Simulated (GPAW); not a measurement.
Input and output of a self-consistent single point for YZn (Fm-3m, 2 atoms in the cell) (GPAW).

Level of theory: LDA (Perdew-Wang 92), GPAW PAW datasets LDA (gpaw-data 1.0.1) (plane waves; GPAW).

```xyz
2
Lattice="0.0000 2.9630 2.9630 2.9630 0.0000 2.9630 2.9630 2.9630 0.0000" Properties=species:S:1:pos:R:3 pbc="T T T"
Y      0.0000     0.0000     0.0000
Zn     2.9630     2.9630     2.9630
```

Reference input (self-consistent single point, DFT PBEsol, plane waves, GPAW PAW datasets PBEsol (made by gpaw-setup)): mode = pw; ecut = 850 eV; xc = PBEsol; kpts = 13 13 13; mesh shift (steps) = 0 0 0; occupations.name = fermi-dirac; occupations.width = 0.1 eV; nbands = -6; convergence.density = 1e-05 e/electron; symmetry.symmorphic = false; symmetry.tolerance = 0.0005; maxiter = 100. This run's input differs from it in these lines:

```diff
@@ -13,3 +13,3 @@
 calc = GPAW(mode=PW(850),
-            xc='PBEsol',
+            xc='LDA',
             kpts=(13, 13, 13),
```

Its files differ too (potentials: GPAW PAW datasets LDA (gpaw-data 1.0.1)).

Output (repeated stretches shortened):

```
     iter     time        total  log10-change:
                         energy   eigst   dens
iter:   1 --:--:--    -7.408569
iter:   2 --:--:--    -7.422589   -0.64  -1.52
iter:   3 --:--:--    -7.262831   -1.25  -1.54
iter:   4 --:--:--    -7.446747   -0.96  -1.73
iter:   5 --:--:--    -7.344738   -2.38  -1.98
iter:   6 --:--:--    -7.250270   -1.33  -2.04
iter:   7 --:--:--    -7.253802   -2.39  -2.65
iter:   8 --:--:--    -7.246789c  -2.69  -2.42
iter:   9 --:--:--    -7.245264c  -2.71  -2.95
iter:  10 --:--:--    -7.245136c  -4.10  -2.98
iter:  11 --:--:--    -7.243847c  -3.75  -2.93
iter:  12 --:--:--    -7.245947c  -3.47  -3.14
   [... lines left out ...]
iter:  25 --:--:--    -7.243741c  -7.05  -4.66
iter:  26 --:--:--    -7.243740c  -7.49c -4.45
iter:  27 --:--:--    -7.243739c  -7.42c -4.46
iter:  28 --:--:--    -7.243740c  -6.66  -4.49
iter:  29 --:--:--    -7.243743c  -6.83  -4.70
iter:  30 --:--:--    -7.243745c  -7.58c -4.68
iter:  31 --:--:--    -7.243746c  -6.97  -4.73
iter:  32 --:--:--    -7.243743c  -7.44c -4.79
iter:  33 --:--:--    -7.243741c  -7.01  -4.83
iter:  34 --:--:--    -7.243741c  -8.05c -4.81
iter:  35 --:--:--    -7.243740c  -8.05c -4.83
iter:  36 --:--:--    -7.243737c  -7.72c -4.88
iter:  37 --:--:--    -7.243737c  -8.54c -5.13c
Converged after 37 iterations.

Dipole moment: (0.000000, 0.000000, 0.000000) |e|*Ang

Energy contributions relative to reference atoms: (reference = -140775.788127)

Kinetic:         -6.829570
Potential:       +7.363867
External:        +0.000000
XC:              -7.561664
Entropy (-ST):   -0.077057
Local:           -0.177842
SIC:             +0.000000
--------------------------
Free energy:     -7.282265
Extrapolated:    -7.243737

Showing only first 2 kpts
 Kpt  Band  Eigenvalues  Occupancy
  0     9     -1.23179    2.00000
  0    10      6.85117    0.00000
  0    11      6.85117    0.00000
  0    12      6.85117    0.00000

  1     9     -1.11103    2.00000
  1    10      6.72160    0.00000
  1    11      6.81436    0.00000
  1    12      6.81436    0.00000

Fermi level: 5.24427

No gap
No difference between direct/indirect transitions
Energy (eV): -7.243737

Forces in eV/Ang:
  0 Y    -0.00000    0.00000    0.00000
  1 Zn   -0.00000    0.00000    0.00000

Stress tensor:
     0.028697     0.000000    -0.000000
     0.000000     0.028697    -0.000000
    -0.000000    -0.000000     0.028697
Stress (GPa, Voigt): [ 4.5978  4.5978  4.5978 -0.     -0.      0.    ]
```

The run converged in 37 iterations. GPAW prints stress with tension positive. Against the reference run the pressure goes from -2.61 to -4.60 GPa.

The starting cell comes from a database of computed structures (which also holds hypothetical and non-ambient phases and stackings), without a prior relaxation at this level. With a pressure of about -5 GPa the cell is away from its equilibrium volume at this level.

Cost on one core of a shared machine: roughly 3 min.
